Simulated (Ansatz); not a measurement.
## Pt on a Pd site (middle of the slab) in a 3x3 cell of the 1x1 (111) surface of fcc Pd

Calculation: PBE (plane waves to 420 eV, PAW; Ansatz, a quantum-chemistry and plane-wave program).

Model: 36-atom slab, 6.8 Å thick at the start (thin: gaps and levels are the slab's own), 4x4x1 mesh, Fermi-Dirac 0.1 eV, dipole correction, 9 atoms held, the rest relaxed; start symmetry kept, larger cells not searched; no spin, no spin-orbit, no U.

```yaml
formation energy against fcc Pd, fcc Pt: -0.081 eV
work_function_of_the_top_face: 5.24 eV
change_of_the_work_function: 0.001 eV
change_of_the_step_from_the_bottom_to_the_top_vacuum_level_against_the_clean_slab: 0.012 eV
energy_released_by_relaxation: 0.001 eV
largest_move_of_a_host_atom: 0.01 Å
```
